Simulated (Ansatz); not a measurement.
We consider MgS (F-43m, No. 216, 2 atoms in the cell; start mp-13032; metastable phase), described by HSE06 (PAW; Ansatz, a first-principles code).

Settings: plane-wave cutoff 460 eV, 8×8×8 k mesh, Fermi–Dirac smearing 0.01 eV, scalar-relativistic PAW data made under PBE.

The cell is the one relaxed with PBEsol. Conventional cell: a = 5.6516 Å, b = 5.6516 Å, c = 5.6516 Å, α = 90.00°, β = 90.00°, γ = 90.00°.

```xyz
2
Lattice="0.0000 2.8258 2.8258 2.8258 0.0000 2.8258 2.8258 2.8258 0.0000" Properties=species:S:1:pos:R:3 pbc="T T T"
Mg     0.0000     0.0000     0.0000
S      1.4129     1.4129     1.4129
```

### Question
List the 5 lowest band energies at Γ above −25 eV (eV, relative to the valence band maximum), grouping those that round alike.

### Answer
At Γ: -12.44, 0.00 (×3), 4.56.

Note: the run warned that its exchange threshold was loose for the stress; cell and atoms aren't relaxed at this level (pressure 0.4 GPa).

A start named mp-… is a Materials Project structure, which need not be a measured phase.
